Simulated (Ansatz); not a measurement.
System: LaN (model structure, started from the zincblende type, F-43m, No. 216, 2 atoms in the cell). Method: HSE06 (PAW; Ansatz, a first-principles code).

Numerical settings: plane-wave cutoff 460 eV, 8×8×8 k mesh, Fermi–Dirac smearing 0.01 eV, scalar-relativistic PAW data made under PBE.

Cell (relaxed with PBEsol):

LaN is taken in the cubic space group F-43m (No. 216), the zinc blende structure, Pearson symbol cF8. Lattice parameters: a = b = c = 5.546 Å, α = β = γ = 90.00°. N on 4c has 4 La at 2.402 Å (tetrahedral). La on 4a is coordinated by 4 N at 2.402 Å (tetrahedral). (Neighbours: up to the widest gap in distance over summed covalent radii, below 1.35, at either atom; cation-cation and far metal-metal contacts left out.)
(The calculation used a cell of 2 atoms; values per cell refer to that cell.)

Q: Predict the band gap, smallest direct gap on the k points sampled and direct gap at Γ.

A: 
- band gap = 2.20 eV (on the SCF k mesh)
- smallest direct gap on the k points sampled = 3.26 eV
- direct gap at Γ = 4.51 eV

Note: the relaxation could raise the start's symmetry but not lower it, so the cell can be a saddle point; cell and atoms aren't relaxed at this level (pressure 2.4 GPa).

Spin–orbit coupling is not included.

The computed numbers hold no vibrational or temperature effects.

It cost roughly 3 core-minutes of CPU time.

A model structure was made by putting elements into a prototype or built by hand; it is no filed structure, need not be a known phase, and can be a saddle point held by its symmetry.
